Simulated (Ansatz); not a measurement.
L1₂ (Cu3Au-type) Ni3Si, treated with PBE-D3(BJ) (plane waves, PAW; Ansatz, a program for electronic structure).

Numerical settings: plane-wave cutoff 520 eV, 16×16×16 k mesh, Fermi–Dirac smearing 0.05 eV, no spin polarisation, scalar-relativistic PAW data made under PBE.

Pressure at four volumes; x = ln(V/10.405 Å³). One pressure is withheld.

```json
[
 {"V (Å³/atom)": "9.781", "x": "-0.0618", "P (GPa)": "?"},
 {"V (Å³/atom)": "9.989", "x": "-0.0408", "P (GPa)": "10.56"},
 {"V (Å³/atom)": "10.405", "x": "0.0000", "P (GPa)": "0.00"},
 {"V (Å³/atom)": "11.029", "x": "0.0582", "P (GPa)": "-11.89"}
]
```

Question: Pass a parabola P(x) through the three rows shown, estimate the bulk modulus and its pressure derivative near zero pressure, and predict the withheld pressure.

Answer: Slopes between the rows: (0.00 − (10.56))/(0.0000 − (-0.0408)) = -258.82 and (-11.89 − (0.00))/(0.0582 − (0.0000)) = -204.30 GPa. Their difference over the span 0.0990 is c = 54.52/0.0990 = 550.7 GPa, so P(x) = 10.56 + (-258.82)(x − (-0.0408)) + 550.7 (x − (-0.0408))(x − (0.0000)). At the middle row B = −dP/dx = −[-258.82 + 550.7 × 0.0408] = 236.4 GPa, and B′ = dB/dP = 2c/B = 4.7. At x = -0.0618 the parabola gives 16.71 GPa; the run gives 16.82 GPa. The Birch–Murnaghan fit to the energies at all volumes has B0 = 235 GPa and B′ = 4.8.
